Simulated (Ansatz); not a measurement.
Take BiB in the zinc blende structure (space group F-43m, No. 216; a = 5.4556 Å; a hypothetical phase, not in the database extracts checked) as the base.

It is then changed as follows: cell and atoms relaxed at a pressure of 3 GPa.

Levels (all Ansatz, a quantum-chemistry and plane-wave program, PAW): PBEsol (420 eV, no SOC); r2SCAN (500 eV, without spin-orbit coupling); HSE06 (420 eV, no spin-orbit coupling).

One geometry, relaxed with PBEsol, under each level:

Notes on the quantities. hole mass: degenerate bands, along [100].

```json
[
 {"level": "PBEsol", "band gap": "0.59 eV", "lowest conduction level above the VBM at special points": "L 0.59 eV; Γ 0.70 eV; X 0.78 eV; U 1.24 eV", "electron mass": "2.7 mₑ along k, 0.11 mₑ across (at L)", "hole mass": "0.050, 0.21, 0.21 mₑ (at Γ)", "pressure": "2.99 GPa"},
 {"level": "r2SCAN", "band gap": "0.73 eV", "lowest conduction level above the VBM at special points": "L 0.73 eV; Γ 0.80 eV; X 0.98 eV; U 1.48 eV", "electron mass": "2.8 mₑ along k, 0.11 mₑ across (at L)", "hole mass": "0.050, 0.20, 0.20 mₑ (at Γ)", "pressure": "4.78 GPa"},
 {"level": "HSE06", "band gap": "[?]", "lowest conduction level above the VBM at special points": "[?]", "electron mass": "–", "hole mass": "–", "pressure": "–"}
]
```

### Question
Give the withheld HSE06 results.

### Answer

- HSE06, band gap: 1.14 eV
- HSE06, lowest conduction level above the VBM at special points: L 1.16 eV; Γ 1.35 eV; X 1.29 eV

Single points use the geometry relaxed with PBEsol. Their cutoffs differ, which shifts pressures a little. The hybrid gap comes from the SCF mesh plus the semilocal run's edge points and a few special points and is an upper bound. Spin-orbit coupling, missing from the scalar runs, can matter with Bi. Load acts through the strain it causes; cell and atoms are relaxed under it. Masses are band curvatures over ±0.01 Å⁻¹ around the edge. Along k means along the line from Γ to the band edge. No phonon test of stability was made.
